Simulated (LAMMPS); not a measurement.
LAMMPS 22 Jul 2025, classical MD, Buckingham with full ionic charges: MgO, 2744 atoms.

| Quantity | Value |
|---|---|
| task | MD, nve |
| potential | Buckingham with full ionic charges |
| copies of the repeat unit | 7×7×7 |
| shape (slab and sphere leave vacuum in the box) | bulk |
| steps | 200 |
| timestep | 1 fs |
| neighbor skin | 2 Å |
| neigh_modify | every 1 delay 0 check yes |
| thermo | 50 |
| kspace_style | pppm |
| pair cutoff | 12 Å |
| newton | on (default) |
| atom_modify sort (bins of 2 Å where set) | 1000 (default) |
| comm_style | brick (default) |
| box | 29.5 × 29.5 × 29.5 Å |
| start | generated rock salt lattice, warmed in an untimed run |

All runs start from one configuration, warmed at this fixed volume for 1000 steps under a thermostat at 1600 K. The reference run has a mean temperature of 1590 K and a mean pressure of 7.3 GPa.

The reference run has kspace_accuracy = 1e-08, kspace_modify order 7; it is not itself proven converged. Each setting ran once; only counts and results are compared.

Measured:

```tsv
setting	k-space grid	energy against the reference	difference in forces on 48 atoms (largest component)
the reference	72×72×72	—	—
kspace_accuracy = 1e-06, kspace_modify order 5 diff ik (default)	60×60×60	+0.0020 meV/atom	0.012 meV/Å
kspace_accuracy = 1e-05, kspace_modify order 5 diff ik (default)	36×36×36	+0.014 meV/atom	0.096 meV/Å
kspace_accuracy = 0.0001, kspace_modify order 5 diff ik (default)	24×24×24	+0.068 meV/atom	0.63 meV/Å
kspace_accuracy = 0.001, kspace_modify order 5 diff ik (default)	15×15×15	+0.35 meV/atom	4.6 meV/Å
kspace_accuracy = 0.01, kspace_modify order 5 diff ik (default)	8×8×8	−1.3 meV/atom	52 meV/Å
```

Question: How far does the result lie from the reference with kspace_accuracy = 0.1, kspace_modify order 5 diff ik (default)?

Answer: k-space grid: 4×4×4; energy against the reference: −140 meV/atom; difference in forces on 48 atoms (largest component): 520 meV/Å. Total energies are compared; such shifts often cancel in part in energy differences. Energies and forces are those of the first step; by LAMMPS's own estimate the reference reaches a relative force accuracy of 7e-07.
